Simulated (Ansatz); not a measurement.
A computed series for Ti2CdC: pressure series

The reference is Ti2CdC (space group P6_3/mmc, No. 194; a = 3.0624 Å, c = 14.3274 Å; a cell from a computed database, its experimental status unchecked).

Cell and atoms are relaxed at each pressure.

Method: Ansatz (an electronic-structure program) PBEsol, spin-orbit coupling left out.

Notes on the quantities. enthalpy: H = E + PV relative to the base's energy.

```
case              volume per atom       enthalpy
----------------  ---------------  -------------
base                     14.55 Å³              –
pressure 0.3 GPa         14.51 Å³  +0.03 eV/atom
pressure 0.7 GPa         14.47 Å³  +0.06 eV/atom
pressure 1.5 GPa         14.38 Å³  +0.14 eV/atom
pressure 3 GPa           14.22 Å³  +0.27 eV/atom
```

Load acts through the strain it causes; cell and atoms are relaxed under it. No phonon test of stability was made. The final runs are not spin-polarised.
